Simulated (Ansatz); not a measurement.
Migration barriers of dopant-vacancy pairs in metallic hosts: PBE bands (Ansatz, a program for electronic structure, plane waves to 420 eV, PAW, climbing-image NEB) beside the CHGNet universal potential on its own band (it has no charge state). Forward barriers of single hops from the lowest site run, static nuclei, no finite-size correction. The rows are a random draw from the bands that converged and passed our checks of state and shape. Saddle orders were checked for a part of the study's bands only and are not shown. Vacancies start on their lattice site; split forms were not set up. Spin-orbit coupling is left out.

| Defect | Route | Hop (Å), direction in the unit cell | End over start, densest mesh run (eV) | Cell and PBE mesh | CHGNet k-points | PBE (eV) | CHGNet (eV) |
|---|---|---|---|---|---|---|---|
| Al-vacancy pair (Al on Mo, Mo vacant) in bcc Mo, charge 0 | Al changes places with the vacancy (Al-vacancy distance between ideal sites 2.74 Å throughout) | 2.46 along (0.45, 0.45, 0.45) | 0.00 | 36 sites, 2×2×3 shifted | none | 0.60 | ___ |
| Sc-vacancy pair (Sc on Al, Al vacant) in fcc Al, charge 0 | a nearby Al jumps into the vacancy (Sc-vacancy distance between ideal sites 4.04 → 4.95 Å) | 2.84 along (0.50, 0.00, -0.50) | 0.14 | 32 sites, 4×4×4 shifted | none | 0.74 | 0.24 |
| Nb-vacancy pair (Nb on Al, Al vacant) in fcc Al, charge 0 | Nb changes places with the vacancy (Nb-vacancy distance between ideal sites 2.86 Å throughout) | 3.00 along (0.00, 0.53, 0.53) | 0.00 | 32 sites, 3×3×3 shifted | none | 1.63 | 0.78 |
| Cu-vacancy pair (Cu on Mo, Mo vacant) in bcc Mo, charge 0 | Cu changes places with the vacancy (Cu-vacancy distance between ideal sites 2.74 Å throughout) | 2.31 along (0.42, 0.42, 0.42) | 0.00 | 36 sites, 2×2×3 shifted | none | 0.34 | ___ |
| Ru-vacancy pair (Ru on W, W vacant) in bcc W, charge 0 | a nearby W jumps into the vacancy (Ru-vacancy distance between ideal sites 2.76 → 3.18 Å) | 2.69 along (0.49, 0.49, -0.48) | 0.13 | 36 sites, 2×2×3 shifted | none | 1.41 | 0.74 |
| Au-vacancy pair (Au on Ru, Ru vacant) in hcp Ru, charge 0 | Au changes places with the vacancy (Au-vacancy distance between ideal sites 2.66 Å throughout) | 2.45 along (-0.62, -0.31, 0.46) | 0.00 | 36 sites, 2×2×2 shifted along c | none | 1.50 | 0.33 |
| Cu-vacancy pair (Cu on Al, Al vacant) in fcc Al, charge 0 | a nearby Al jumps into the vacancy (Cu-vacancy distance between ideal sites 2.86 → 4.95 Å) | 2.80 along (0.49, -0.49, -0.01) | 0.00 | 32 sites, 4×4×4 shifted | none | 0.61 | 0.23 |
| Mo-vacancy pair (Mo on Al, Al vacant) in fcc Al, charge 0 | Mo changes places with the vacancy (Mo-vacancy distance between ideal sites 2.86 Å throughout) | 3.14 along (0.00, 0.55, 0.55) | 0.00 | 32 sites, 3×3×3 shifted | none | 1.96 | 0.74 |

### Question
What belongs in the gaps?

### Answer

- Al-vacancy pair (Al on Mo, Mo vacant) in bcc Mo, charge 0, CHGNet (eV): 0.47
- Cu-vacancy pair (Cu on Mo, Mo vacant) in bcc Mo, charge 0, CHGNet (eV): 0.41
